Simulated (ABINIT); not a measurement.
Band structure of CsCl (Pm-3m, 2 atoms in the cell).

```yaml
crystal:
  lattice:
    - [4.11594, 0.00000, 0.00000]
    - [0.00000, 4.11594, 0.00000]
    - [0.00000, 0.00000, 4.11594]
  atoms:
    - { symbol: Cs, position: [0.00000, 0.00000, 0.00000] }
    - { symbol: Cl, position: [0.50000, 0.50000, 0.50000] }
```

Level of theory: PBE, PAW (JTH v2.0 PBE PAW) (plane waves; ABINIT 10.0.3).

Settings: pseudos = [Cs.GGA_PBE-JTH.xml, Cl.GGA_PBE-JTH.xml]; ecut = 52 Ry; pawecutdg = 104 Ry; pawxcdev = 0; ixc = 11; occopt = 3; tsmear = 0.00036749 Ha; ngkpt = 4 4 4; nshiftk = 1; shiftk = 0 0 0; potentials = JTH v2.0 PBE PAW; kptopt = 1; nstep = 100.

The starting cell comes from a database of computed structures (which also holds hypothetical and non-ambient phases and stackings), without a prior relaxation at this level. Its lattice was rescaled by a random factor within 2.5 % of one.

Problem. Predict the gap along the standard path and the places of the band edges.

Solution. The gap along the path is 5.28 eV, direct at Γ to within 0.01 eV.

Levels in eV from the top of the valence band on the SCF mesh, bands 5 to 12:
```
point      5      6      7      8     9    10    11     12
-----  -----  -----  -----  -----  ----  ----  ----  -----
Γ      -5.86   0.00   0.00   0.00  5.28  5.39  5.39  10.04
X      -5.72  -1.18  -0.24  -0.24  6.42  7.64  8.91   9.23
M      -5.63  -0.43  -0.43  -0.06  5.95  6.03  7.97   7.97
R      -6.40  -1.11  -1.11  -1.11  8.52  8.52  8.52  10.52
```
